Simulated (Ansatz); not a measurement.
## How far PBE and r2SCAN part for Te, isotropic strain −3.81 %

Take Te (space group P3_121, No. 152; a = 4.521 Å, c = 5.955 Å; made of chains) as the base.

(Cell as relaxed with PBE.)

Levels (all Ansatz, a first-principles code, PAW, earlier PAW set): PBE (420 eV, scalar-relativistic without spin-orbit coupling); r2SCAN (500 eV, without spin-orbit coupling).

Each level relaxes its own structure.

| base | PBE | r2SCAN |
|---|---|---|
| volume per atom | 35.14 Å³ | 36.44 Å³ |
| lattice parameter a | 452.1 pm | 462.4 pm |
| band gap | 0.23 eV | 0.54 eV |

Now apply this change: the cell is scaled by 0.9619 in all directions; the atoms relax in the strained cell.

```json
[
 {"quantity": "energy relative to the base (free energy F)", "PBE": "+43 meV/atom", "r2SCAN": "…"},
 {"quantity": "largest internal atomic displacement", "PBE": "0.107 Å", "r2SCAN": "…"},
 {"quantity": "pressure (mean of the normal stresses, compression positive)", "PBE": "4.1 GPa", "r2SCAN": "…"}
]
```

Problem. Predict the r2SCAN column.

Solution. 
- energy relative to the base (free energy F), r2SCAN: +36 meV/atom
- largest internal atomic displacement, r2SCAN: 0.100 Å
- pressure (mean of the normal stresses, compression positive), r2SCAN: 3.3 GPa

PBE's energy relative to the base lies 6.9 meV/atom above r2SCAN's; PBE's largest internal atomic displacement lies 0.0075 Å above r2SCAN's; PBE's pressure lies 0.75 GPa above r2SCAN's. Neither level is exact; r2SCAN is the comparison here, not a measurement.

The mesh was chosen for an insulator and is coarse for the gapless case. Spin-orbit coupling, missing from the scalar runs, can matter with Te. No phonon test of stability was made. No dispersion term is included, though the crystal is made of layers, chains or molecules, so its spacings can come out too wide. The zero or small gap of Te and Te under isotropic strain −3.81 % can change with the level of theory.
